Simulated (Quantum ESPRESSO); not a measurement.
A self-consistent single point of Ba3Te (I4/mmm, 4 atoms in the cell) with Quantum ESPRESSO.

Computed with PBEsol, GBRV 1.5 ultrasoft (PBESOL) pseudopotentials (plane waves; Quantum ESPRESSO).

```
CELL_PARAMETERS angstrom
      2.63485    -2.63485     6.59543
      2.63485     2.63485     6.59543
     -2.63485    -2.63485     6.59543
ATOMIC_POSITIONS crystal
  Ba 0.50000 0.25000 0.75000
  Ba 0.50000 0.75000 0.25000
  Ba 0.00000 0.50000 0.50000
  Te 0.00000 0.00000 0.00000
```

Reference input (self-consistent single point, DFT, PBEsol, plane waves, GBRV 1.5 ultrasoft (PBESOL) pseudopotentials): ecutwfc = 40 Ry; ecutrho = 200 Ry; occupations = smearing; smearing = gaussian; degauss = 0.019992 Ry; potentials = {Ba: ba_pbesol_v1.uspp.F.UPF, Te: te_pbesol_v1.uspp.F.UPF}; K_POINTS = automatic 6 6 6 0 0 0; conv_thr = 1e-10 Ry; mixing_beta = 0.3. This run's input differs from it in these lines:

```diff
@@ -33,3 +33,3 @@
 K_POINTS {automatic}
-6 6 6  0 0 0
+4 4 4  0 0 0
```

Output, abridged:

```
     Self-consistent Calculation

     iteration #  1     ecut=    40.00 Ry     beta= 0.30

     Threshold (ethr) on eigenvalues was too large:
     Diagonalizing with lowered threshold

     negative rho (up, down):  2.803E-01 0.000E+00

     total energy              =    -237.11814339 Ry
     estimated scf accuracy    <       0.07422510 Ry

     iteration #  2     ecut=    40.00 Ry     beta= 0.30

     negative rho (up, down):  2.734E-01 0.000E+00

     total energy              =    -237.12297508 Ry
     estimated scf accuracy    <       0.01349348 Ry

     iteration #  3     ecut=    40.00 Ry     beta= 0.30

     negative rho (up, down):  2.647E-01 0.000E+00

     total energy              =    -237.12292953 Ry
     estimated scf accuracy    <       0.00407940 Ry

   [... 10 blocks of this kind left out ...]

     iteration # 14     ecut=    40.00 Ry     beta= 0.30

     negative rho (up, down):  2.627E-01 0.000E+00

     total energy              =    -237.12351954 Ry
     estimated scf accuracy    <          1.9E-10 Ry

     iteration # 15     ecut=    40.00 Ry     beta= 0.30

     negative rho (up, down):  2.627E-01 0.000E+00
     End of self-consistent calculation

     the Fermi energy is     7.7842 ev

!    total energy              =    -237.12351954 Ry
     estimated scf accuracy    <          9.9E-12 Ry
     smearing contrib. (-TS)   =      -0.01132276 Ry
     internal energy E=F+TS    =    -237.11219678 Ry

     convergence has been achieved in  15 iterations

     negative rho (up, down):  2.627E-01 0.000E+00

     Forces acting on atoms (cartesian axes, Ry/au):

     atom    1 type  1   force =     0.00000000    0.00000000   -0.00000000
   [... zero for the other atoms too ...]

     Total force =     0.000000     Total SCF correction =     0.000000

     negative rho (up, down):  2.627E-01 0.000E+00
          total   stress  (Ry/bohr**3)                   (kbar)     P=      -11.81
  -0.00006720  -0.00000000   0.00000000           -9.89       -0.00        0.00
   0.00000000  -0.00006720   0.00000000            0.00       -9.89        0.00
  -0.00000000   0.00000000  -0.00010644           -0.00        0.00      -15.66

   JOB DONE.
```

The run converged in 15 iterations. Against the reference run the free energy falls by 2.4 meV/atom and the pressure hardly changes (-1.14 to -1.18 GPa).

The starting cell comes from a database of computed structures (which also holds hypothetical and non-ambient phases and stackings), without a prior relaxation at this level. Its lattice was rescaled by a random factor within 2.5 % of one. The run gives no clean gap (levels at the Fermi energy touch, overlap or are partly filled at this smearing), which alone does not show that the compound is a metal.

Cost on one core of a shared machine: roughly 80 s.
